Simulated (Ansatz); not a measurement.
Consider the following.

```yaml
crystal:
  lattice:
    - [-1.65304, 1.65304, 1.70264]
    - [1.65304, -1.65304, 1.70264]
    - [1.65304, 1.65304, -1.70264]
  atoms:
    - { symbol: Ta, position: [0.00000, 0.00000, 0.00000] }
```

No spin polarisation.

All numbers come from Ansatz (an electronic-structure program), r2SCAN, PAW, cutoff 500 eV, no SOC. k-mesh 28×28×28 (Γ-centred); smearing 0.1 eV (Fermi–Dirac).

**Question.** What is the computed band gap?

**Answer.** Zero.

**Question.** Predict the stress (xx, yy, zz, yz, xz, xy; compression positive).

**Answer.** (-4.6, -4.6, -7.5, 0.0, 0.0, 0.0) GPa.

The cells carry an imposed strain or load. Whether these cells are dynamically stable was not tested. All final runs are without spin polarisation. The cell was made from Ta in the bcc (W type) structure (space group Im-3m, No. 229) by this change: uniaxial strain ε_zz = +3.00 %.
